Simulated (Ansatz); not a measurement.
The parent structure is MgF$_{2}$ in the rutile structure (space group P4_2/mnm, No. 136; a = 4.6389 Å, c = 3.0624 Å).

One thing is altered: a hydrostatic pressure of 1.5 GPa.

Levels (all Ansatz, a program for electronic structure, PAW): PBEsol (420 eV, without spin-orbit coupling); HSE06 (420 eV, without spin-orbit coupling).

The geometry is relaxed with PBEsol.

PBEsol lowest conduction level above the VBM at special points: Γ 6.99 eV; X 9.41 eV; M 11.14 eV

With HSE06 at the same geometry, the lowest conduction level above the VBM at special points becomes Γ 9.48 eV; X 11.96 eV; M 13.74 eV (PBEsol: Γ 6.99 eV; X 9.41 eV; M 11.14 eV).

Single points use the geometry relaxed with PBEsol. The levels and masses belong to the bands next to the band gap. Load acts through the strain it causes; cell and atoms are relaxed under it. Stability against distortions was not tested. The base started in Pnnm and relaxed to P4_2/mnm at this level.
